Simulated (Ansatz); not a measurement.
Functionals compared on a constructed model of the (111) surface of fcc Au, a pseudomorphic layer of Pd in the host's stacking (bottom of the slab: a bare face, its two planes held), in Ansatz (plane waves, PAW). The structure was relaxed with PBE; the other rows are single points on it. Cutoff 420 eV (500 eV for r2SCAN).

Model: 7-atom slab, 14.3 Å thick at the start, 15x15x1 mesh, Fermi-Dirac 0.1 eV, dipole correction, 2 atoms held, the rest relaxed; start symmetry kept, larger cells not searched; no spin, no spin-orbit, no U. It is one candidate, not shown to be the stable structure of the face. These notes are the PBE run's.

```tsv
functional	work function of the top face (eV)	rough cost of the single point
PBE	5.16	–
RPBE	4.96	very roughly 50 core-seconds
r2SCAN	5.12	around 80 core-seconds (rough)
```

Ansatz is a first-principles code.
